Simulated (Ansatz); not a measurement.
Input and output of a self-consistent single point for RbGa6AgS10 (Cc, 36 atoms in the cell) (Ansatz, an electronic-structure program)

Method of the run: LDA (PW92), default PAW files made with PBE (plane waves; Ansatz).

This input was run:

Ansatz 0.2 input:
```yaml
crystal:
  lattice:
    - [8.375331, -3.208593, 0.000000]
    - [8.375331, 3.208593, 0.000000]
    - [-5.847554, 0.000000, 14.993559]
  atoms:
    - { symbol: Rb, position: [0.617400, 0.004660, 0.353130] }
    - { symbol: Rb, position: [0.004660, 0.617400, 0.853130] }
    - { symbol: Ag, position: [0.407000, 0.755540, 0.183090] }
    - { symbol: Ag, position: [0.755540, 0.407000, 0.683090] }
    - { symbol: Ga, position: [0.892730, 0.212470, 0.282370] }
    - { symbol: Ga, position: [0.212470, 0.892730, 0.782370] }
    - { symbol: Ga, position: [0.970180, 0.302300, 0.104500] }
    - { symbol: Ga, position: [0.302300, 0.970180, 0.604500] }
    - { symbol: Ga, position: [0.868600, 0.506560, 0.510110] }
    - { symbol: Ga, position: [0.506560, 0.868600, 0.010110] }
    - { symbol: Ga, position: [0.051080, 0.679580, 0.150980] }
    - { symbol: Ga, position: [0.679580, 0.051080, 0.650980] }
    - { symbol: Ga, position: [0.231120, 0.574140, 0.553620] }
    - { symbol: Ga, position: [0.574140, 0.231120, 0.053620] }
    - { symbol: Ga, position: [0.324720, 0.682020, 0.369930] }
    - { symbol: Ga, position: [0.682020, 0.324720, 0.869930] }
    - { symbol: S, position: [0.832000, 0.168000, 0.000000] }
    - { symbol: S, position: [0.168000, 0.832000, 0.500000] }
    - { symbol: S, position: [0.711370, 0.382610, 0.406330] }
    - { symbol: S, position: [0.382610, 0.711370, 0.906330] }
    - { symbol: S, position: [0.827080, 0.462280, 0.232300] }
    - { symbol: S, position: [0.462280, 0.827080, 0.732300] }
    - { symbol: S, position: [0.038840, 0.347240, 0.634480] }
    - { symbol: S, position: [0.347240, 0.038840, 0.134480] }
    - { symbol: S, position: [0.887430, 0.563830, 0.048670] }
    - { symbol: S, position: [0.563830, 0.887430, 0.548670] }
    - { symbol: S, position: [0.054200, 0.500600, 0.444310] }
    - { symbol: S, position: [0.500600, 0.054200, 0.944310] }
    - { symbol: S, position: [0.184240, 0.550040, 0.278980] }
    - { symbol: S, position: [0.550040, 0.184240, 0.778980] }
    - { symbol: S, position: [0.753130, 0.071930, 0.183430] }
    - { symbol: S, position: [0.071930, 0.753130, 0.683430] }
    - { symbol: S, position: [0.264140, 0.605540, 0.069470] }
    - { symbol: S, position: [0.605540, 0.264140, 0.569470] }
    - { symbol: S, position: [0.259530, 0.946530, 0.333340] }
    - { symbol: S, position: [0.946530, 0.259530, 0.833340] }
basis:
  ecutwfc: 420.0
kpoints:
  mp_grid:
    grid: [3, 3, 1]
hamiltonian:
  xc: lda
  pseudopotentials:
    kind: paw
scf:
  occupations:
    method: fermi_dirac
    width: 0.1
output:
  forces: true
  eigenvalues: true
  stress: true
```

Output (repeated stretches shortened):

```
WARN ansatz: RAYON_NUM_THREADS=1 ignored (pool sized by the plan → 1); use --threads N
Pseudopotentials: kind: paw
Pseudopotential: Rb, paw, valence charge 9
Pseudopotential: Ag, paw, valence charge 19
Pseudopotential: Ga, paw, valence charge 13
Pseudopotential: S, paw, valence charge 6
Crystal: 36 atoms, lattice volume = 805.845 Å³
Basis set: ecut = 420 eV, 15695 PW (Γ)
Bands: 202, of which v1, the nominal top of the filled ones, is band 166 counted from 1 (165 counted from 0)
Symmetry: 2 space group operations
Space group: Cc (ITA 9), of the structure as read, at distance tolerance 9.3e-5 Å
k-points: 4 of 9 (time reversal used)
PAW frozen core: Rb, regenerated for the run's functional, and the local potential with it
PAW frozen core: Ag, regenerated for the run's functional, and the local potential with it
PAW frozen core: Ga, regenerated for the run's functional, and the local potential with it
PAW frozen core: S, regenerated for the run's functional, and the local potential with it
Initial density: superposition of atomic densities (neutral atoms: chi_scale 0, normalization atom), corrected by the library's trained network
Initial wavefunctions: pseudopotential atomic-orbital guess
Eigensolver: davidson
Functional: x = slater, c = lda
SCF iter   1: F=—  HF=-83159.369850 eV  |F-HF|=—  |Δ(HF+E_count)|=         —  Δρ=7.20e-3  dr2=4.25e-1  ethr=1.77e-3  ⟨swp⟩=6.0  Hψ=3136  notcnv=0  defer=5
all-band conjugate gradients solve this SCF's bands
preconditioner: auto → Resta (q_TF=auto, 2.353 Å⁻¹)
SCF iter   2: F=—  HF=-83159.265412 eV  |F-HF|=—  |Δ(HF+E_count)|=   1.04e-1  Δρ=3.16e-3  dr2=6.82e-2  ethr=1.28e-4  ⟨swp⟩=2.0  Hψ=1139  notcnv=0  defer=5
SCF iter   3: F=—  HF=-83159.248765 eV  |F-HF|=—  |Δ(HF+E_count)|=   1.66e-2  Δρ=1.23e-3  dr2=1.04e-2  ethr=2.05e-5  ⟨swp⟩=2.0  Hψ=1394  notcnv=0  defer=5
SCF iter   4: F=—  HF=-83159.246522 eV  |F-HF|=—  |Δ(HF+E_count)|=   2.24e-3  Δρ=3.52e-4  dr2=1.02e-3  ethr=3.12e-6  ⟨swp⟩=2.0  Hψ=1394  notcnv=0  defer=5
SCF iter   5: F=—  HF=-83159.246477 eV  |F-HF|=—  |Δ(HF+E_count)|=   4.52e-5  Δρ=6.89e-5  dr2=6.82e-5  ethr=3.08e-7  ⟨swp⟩=2.8  Hψ=1406  notcnv=0  defer=5
SCF iter   6: F=—  HF=-83159.246516 eV  |F-HF|=—  |Δ(HF+E_count)|=   3.97e-5  Δρ=4.60e-5  dr2=1.41e-5  ethr=2.05e-8  ⟨swp⟩=2.0  Hψ=1362  notcnv=0  defer=5
SCF iter   7: F=—  HF=-83159.246507 eV  |F-HF|=—  |Δ(HF+E_count)|=   8.86e-6  Δρ=1.11e-5  dr2=1.61e-6  ethr=4.25e-9  ⟨swp⟩=2.0  Hψ=1362  notcnv=0  defer=5
SCF iter   8: F=—  HF=-83159.246507 eV  |F-HF|=—  |Δ(HF+E_count)|=   2.87e-7  Δρ=3.98e-6  dr2=2.39e-7  ethr=4.85e-10  ⟨swp⟩=2.0  Hψ=1380  notcnv=0  defer=5
SCF iter   9: F=-83159.246507 eV  HF=-83159.246507 eV  |F-HF|=7.06e-9  |Δ(HF+E_count)|=   3.58e-8  Δρ=1.17e-6  dr2=1.91e-8  ethr=3.01e-11  ⟨swp⟩=10.8  Hψ=3761  notcnv=0
SCF 1 converged in 9 iterations: F = -83159.246507 eV  dr2 = 1.91e-8
SCF converged after 9 iterations
Free energy (F): -83159.246507 eV
Harris-Foulkes:  -83159.246507 eV  (|F-HF|=7.06e-9)
Internal energy: -83159.246457 eV  (E = F + TS)
E sigma→0 (E₀):  -83159.246482 eV
Entropy (-TS):   -0.000051 eV (-0.001 meV/atom)
Fermi energy:    6.448253 eV
--- Per-component energies (eV) ---
  E_band       = -2075.185666
  E_kinetic    = 4977.588671
  E_local      = -40447.208489  (includes V_loc(G=0)·N_el)
  E_nonlocal   = 6265.459925
  E_hartree    = 18177.451737
  E_xc         = -3369.929990
  E_vxc        = -3192.679356  (∫ρ·V_xc dr)
  E_paw        = -46947.933426  (= ΣΔE_a)
  E_vpaw       = -6033.238681  (= ΣTr[D̂ρ^β])
  E_aug_tail   = -0.001063  (compensation charges beyond the density's cutoff)
  E_ewald      = -21840.471665
  E_core_change = 25.797843  (= ΣΔE_core)
  E_smearing   = -0.000051  (= −TS)
  E_closure    = -0.000000  (closes the sum)
  Σ components = -83159.246507   (vs F -83159.246507, Δ=0.00e0)
--- Forces (eV/Å), atoms counted from 1 ---
  atom   1  Rb    -0.02738541    -0.02549876    -0.01223418
  atom   2  Rb    -0.02738541     0.02549876    -0.01223418
  atom   3  Ag     0.05394526    -0.01104133     0.07068655
  atom   4  Ag     0.05394526     0.01104133     0.07068655
  atom   5  Ga    -0.03338173     0.00884566    -0.03549517
  atom   6  Ga    -0.03338173    -0.00884566    -0.03549517
   [... 25 lines left out ...]
  atom  32  S     -0.06731737     0.02912237     0.00579562
  atom  33  S      0.24456565     0.02503586     0.14330714
  atom  34  S      0.24456565    -0.02503586     0.14330714
  atom  35  S      0.13632957    -0.10848443    -0.20555147
  atom  36  S      0.13632957     0.10848443    -0.20555147
  max |Σ_I F_I| component: 2.44e-5 eV/Å
--- Stress (GPa, compression-positive) ---
       -1.365779       0.000000      -0.057089
        0.000000      -1.427843      -0.000000
       -0.057089      -0.000000      -1.429492
  P = ⅓ Tr σ = -1.4077 GPa (-14.077 kbar)
  The stress holds the Pulay correction. Without it, at fixed plane waves, as pw.x and ABINIT print it: P = -1.4312 GPa
--- Band table (eV) ---
  k-point 0: bands = ["-84.6638", "-84.6638", "-48.2418", "-48.2418", "-48.2364", "-48.2364", "-48.2243", "-48.2243", "-20.2106", "-20.2106", "-9.4567", "-9.4534", "-9.4453", "-9.4407", "-9.4275", "-9.4257", "-9.4091", "-9.4057", "-9.3921", [...]
  k-point 1: bands = ["-84.6638", "-84.6638", "-48.2418", "-48.2418", "-48.2364", "-48.2364", "-48.2243", "-48.2243", "-20.2105", "-20.2105", "-9.4594", "-9.4574", "-9.4402", "-9.4316", "-9.4297", "-9.4227", "-9.4143", "-9.4087", "-9.3889", [...]
  k-point 2: bands = ["-84.6638", "-84.6638", "-48.2418", "-48.2418", "-48.2364", "-48.2364", "-48.2243", "-48.2243", "-20.2106", "-20.2106", "-9.4566", "-9.4564", "-9.4417", "-9.4414", "-9.4265", "-9.4248", "-9.4132", "-9.4063", "-9.3899", [...]
  k-point 3: bands = ["-84.6638", "-84.6638", "-48.2418", "-48.2418", "-48.2364", "-48.2364", "-48.2243", "-48.2243", "-20.2105", "-20.2105", "-9.4608", "-9.4564", "-9.4398", "-9.4310", "-9.4295", "-9.4210", "-9.4173", "-9.4098", "-9.3896", [...]
```

The run converged in 9 iterations.

The starting cell comes from a database of published, mostly measured structures (it also holds non-ambient and calculated ones), without a prior relaxation at this level. Its lattice was rescaled by a random factor within 2.5 % of one. Ansatz's pressure includes its estimate of the finite-basis (Pulay) stress.

Cost on one core of a shared machine: roughly 80 s.
